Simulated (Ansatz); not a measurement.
Base system: PbS in the rock salt structure (space group Fm-3m, No. 225; a = 5.903 Å). Axes: x, y, z lie along the cube axes.

The change: the symmetric strain tensor [0.0073 0.0061 -0.0128; 0.0061 -0.0091 0.0044; -0.0128 0.0044 -0.0148], atoms relaxed at fixed cell.

Levels (all Ansatz, an electronic-structure program, PAW): PBEsol (420 eV, no spin-orbit coupling); r2SCAN (500 eV, spin-orbit coupling left out).

The geometry is relaxed with PBEsol.

```
Property               Result
--------------------  -------
PBEsol band gap          zero
PBEsol gap character   absent
PBEsol pressure       1.1 GPa
```

**Question.** How does going to r2SCAN change the band gap, gap character and pressure?

**Answer.** The band gap becomes 0.27 eV (PBEsol: zero); the gap character becomes indirect, X → R (PBEsol: absent); the pressure goes up by 2.4 GPa to 3.5 GPa.

Single points use the geometry relaxed with PBEsol. Their cutoffs differ, which shifts pressures a little. The mesh was chosen for an insulator and is coarse for the gapless case. Spin-orbit coupling, missing from the scalar runs, can matter with Pb. Whether these cells are dynamically stable was not tested. All final runs are without spin polarisation. The zero or small gap of PbS can change with the level of theory. k-point labels follow each cell's own Brillouin zone.
